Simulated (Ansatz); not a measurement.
Consider Ga-vacancy pair (Ga on one host Al site, one Al site vacant) in wurtzite AlN, charge state -3. The step: a nearby Al atom hops onto the vacant site (Ga-vacancy distance between ideal sites 3.09 → 4.40 Å); the atom moves 3.04 Å along (0.00, -0.97, 0.00) of the unit cell; the moving atom starts with neighbours N at 1.80, N at 1.90, N at 1.92, N at 1.94 Å and ends with N at 1.80, 2 N at 1.91, N at 1.94 Å. DFT values are from Ansatz (plane-wave PAW, 420 eV unless said) in a cell of 72 host sites, spin-restricted, static, with no finite-size correction. The charge state is imposed; whether it is stable for some Fermi level was not computed. Forms of the defect that were not tried may lie lower. The start lies 0.036 eV above the lowest site run (PBE). For the PBE band: the program found a first-order saddle point.

```csv
Level,Forward barrier (eV),Cost of the band or of the saddle's single point
"CHGNet universal potential (has no charge state), its own band",1.61,-
"PBE, the Γ point alone, band relaxed",2.37,very roughly 19 core-minutes
"PBE, a 2×2×2 k-point mesh shifted by half a step along c, same geometries",2.21,about 2.0 core-minutes (a rough figure)
"r2SCAN at 500 eV, the Γ point alone, same geometries",[?],very roughly 80 core-seconds
```

Question: Complete the blanks.

Answer: 
- r2SCAN at 500 eV, the Γ point alone, same geometries, Forward barrier (eV): 2.63

At the Γ point alone and the same geometries, HSE06 less PBE is +0.27 eV for this barrier.

Ansatz is a first-principles code.
